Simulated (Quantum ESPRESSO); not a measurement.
Quantum ESPRESSO is run on Mg₅Sn (Amm2, 6 atoms in the cell), and the run fails. The aim is a self-consistent single point with DFT, PBEsol, plane waves, GBRV 1.5 ultrasoft (PBESOL) pseudopotentials.

Cell that was meant: a = 5.0548 Å, b = 8.2479 Å, c = 8.2479 Å, α = 23.54°, β = 90.00°, γ = 90.00°.

Part of the input:

```fortran
&system
   ibrav = 0,
   nat = 6,
   ntyp = 3,
   ecutwfc = 40,
   ecutrho = 200,
   occupations = 'smearing',
```

The program printed (abridged):

```
     This program is part of the open-source Quantum ESPRESSO suite
     for quantum simulation of materials; please cite

 %%%%%%%%%%%%%%%%%%%%%%%%%%%%%%%%%%%%%%%%%%%%%%%%%%%%%%%%%%%%%%%%%%%%%%%%%%%%%%
     Error in routine  card_atomic_species (5010):
     cannot read atomic specie from: ATOMIC_POSITIONS crystal
 %%%%%%%%%%%%%%%%%%%%%%%%%%%%%%%%%%%%%%%%%%%%%%%%%%%%%%%%%%%%%%%%%%%%%%%%%%%%%%

     stopping ...
```

From the messages shown, name the fault and mend the input.

The fault is a species count that does not match the list of species. The number of species decides how many lines of the species card are read. To fix it, make the count match the list. The program stopped before any SCF iteration.

The sound input it was made from differs as follows (other fixes are possible):
```diff
-   ntyp = 3,
+   ntyp = 2,
```

With that input, the run converged in 15 iterations: free energy E − TS -10673.9209 eV; Fermi level (on the code's own zero) 6.77 eV; pressure -0.29 GPa; largest force (vector length) 0.065 eV/Å (DFT, PBEsol, plane waves, GBRV 1.5 ultrasoft (PBESOL) pseudopotentials).

On the sound input: the starting cell comes from a database of computed structures (which also holds hypothetical and non-ambient phases and stackings), without a prior relaxation at this level.
